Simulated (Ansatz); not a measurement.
The starting structures come from a database of crystals and need not be the phases stable at ambient conditions.

Inside the gap of an insulator the Bloch states are evanescent, with a wavenumber k + iκ along the transport direction.

Here is the system:

```xyz
20
Lattice="6.8649 0.0000 0.0000 0.0000 6.8896 0.0000 1.3682 0.0000 8.1615" Properties=species:S:1:pos:R:3 pbc="T T T"
Y      2.8954     6.5164     7.0315
Y      5.3377     0.3731     1.1300
Y      1.9052     3.0716     1.1300
Y      6.3278     3.8179     7.0315
Y      2.7877     5.8944     3.4639
Y      5.4453     0.9951     4.6976
Y      2.0129     2.4497     4.6976
Y      6.2202     4.4399     3.4639
S      1.4728     1.9084     7.5402
S      6.7603     4.9812     0.6213
S      3.3278     5.3532     0.6213
S      4.9053     1.5364     7.5402
S      4.3912     2.5254     2.6061
S      3.8419     4.3641     5.5554
S      7.2743     5.9702     5.5554
S      0.9588     0.9193     2.6061
O      4.9837     6.2895     3.1292
O      3.2494     0.6001     5.0323
O      6.6819     2.8447     5.0323
O      1.5512     4.0449     3.1292
```

Space group of this cell: P2_1/c. The cell is taken as given.

Transport runs along the normal of the first two printed cell vectors.

The gap is the functional's own, uncorrected, and κ follows it; spin-orbit coupling is left out. Mid-gap values are interpolated between the computed energies.

Q: Estimate the band gap and the smallest decay constant κ at mid-gap that r2SCAN (Ansatz, a quantum-chemistry and plane-wave program) returns for this system.

A: Gap 2.95 eV on a 6×6×4 mesh; κ = 0.304 1/Å, at the zone centre.
